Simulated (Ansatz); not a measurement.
The parent structure is LaFeO$_{3}$ in the cubic perovskite structure (space group Pm-3m, No. 221; a = 3.8087 Å; ferromagnetic). Axes: x, y, z lie along the cube axes.

The values are results of DFT with PBEsol, PAW potentials and a 420 eV plane-wave cutoff in Ansatz (an electronic-structure program), no SOC, not measurements.

Strains are applied to the cell and any free atomic positions relax; under biaxial strain the out-of-plane vector relaxes too.

One change was made to it. Results:

| quantity | base | after |
|---|---|---|
| largest site moment | 2.36 μB | 2.19 μB |
| pressure (mean of the normal stresses, compression positive) | 0.0 GPa | 3.8 GPa |
| energy relative to the base (free energy F) | 0 meV/atom | +4.5 meV/atom |

### Question
Name the change that was made.
A) biaxial strain +3.38 %, plane normal [110], relaxed out of plane
B) tensor shear ε_xz = −2.66 %
C) isotropic strain −0.92 %
D) uniaxial strain ε_xx = −2.15 %

### Answer
D, uniaxial strain ε_xx = −2.15 %. For comparison, the pressure in the other runs: tensor shear ε_xz = −2.66 % gives 0.3 GPa; isotropic strain −0.92 % gives 4.8 GPa; biaxial strain +3.38 %, plane normal [110], relaxed out of plane gives -6.6 GPa.

Without a gap, meshes like the base's 12×12×12 leave anisotropic stresses uncertain by several tenths of a GPa, and small strain energies with them. Stability against distortions was not tested. No Hubbard U is applied and the magnetic state is the run's own (LaFeO3 ferromagnetic); small cells can't hold the antiferromagnetic order that many such compounds have, so gaps and moments can be off. Many cubic perovskites are stable only at high temperature; tilts and polar distortions were not tested. In its common phase, real LaFeO3 is an antiferromagnetic insulator at low temperature.
